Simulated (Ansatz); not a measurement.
Take GaN in the zinc blende structure (space group F-43m, No. 216; a = 4.4554 Å) as the base. Axes: x, y, z lie along the cube axes.

Calculations: DFT with LDA, PAW potentials and a 420 eV plane-wave cutoff in Ansatz (an electronic-structure program), spin-orbit coupling left out.

Strains are applied to the cell and any free atomic positions relax.

One change was made to it. Results:

The energy rises by 6.1 meV/atom; the valley order (the lowest conduction-band minima on the path, energy above the VBM, named in the base's zone) changes from Γ 1.96 eV; X along ⟨100⟩ 3.27 eV to Γ 1.75 eV; X along [010] 3.17 eV.

Which of these changes matches the shifts?
A) uniaxial strain ε_zz = +1.00 %
B) uniaxial strain ε_zz = +0.50 %
C) uniaxial strain ε_zz = +2.50 %
D) uniaxial strain ε_zz = +1.50 %
E) uniaxial strain ε_zz = −3.00 %

C, uniaxial strain ε_zz = +2.50 %. For comparison, the valley order in the other runs: uniaxial strain ε_zz = +1.50 % gives Γ 1.83 eV; X along [010] 3.21 eV; X along [001] 3.31 eV; uniaxial strain ε_zz = −3.00 % gives Γ 2.06 eV; X along [001] 3.05 eV; X along [100] 3.26 eV; uniaxial strain ε_zz = +1.00 % gives Γ 1.87 eV; X along [010] 3.23 eV; X along [001] 3.30 eV; uniaxial strain ε_zz = +0.50 % gives Γ 1.91 eV; X along [010] 3.25 eV; X along [001] 3.28 eV.

The levels and masses belong to the bands next to the band gap. Stability against distortions was not tested. This is not the structure that GaN has at room temperature and ambient pressure.
